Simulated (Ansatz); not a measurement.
Take C in the diamond structure (space group Fd-3m, No. 227; a = 3.554 Å) as the base. Axes: x, y, z lie along the cube axes.

Levels (all Ansatz, an electronic-structure program, PAW): PBEsol (420 eV, without spin-orbit coupling); HSE06 (420 eV, no SOC).

Its gap is 4.03 eV with PBEsol and 5.31 eV with HSE06.

The change: tensor shear ε_xy = −2.01 % (engineering shear γ = -0.0402), atoms relaxed at fixed cell.

With PBEsol the gap becomes 3.73 eV.

### Question
If the HSE06 correction stayed the same, what would the HSE06 gap be, and what does the HSE06 run give?

### Answer
A rigid correction of +1.28 eV gives 5.01 eV. The HSE06 run gives 5.02 eV, so the two effects roughly add.

Single points use the geometry relaxed with PBEsol. HSE06 gaps are upper bounds (no full band path). The cells carry an imposed strain or load. Stability against distortions was not tested.
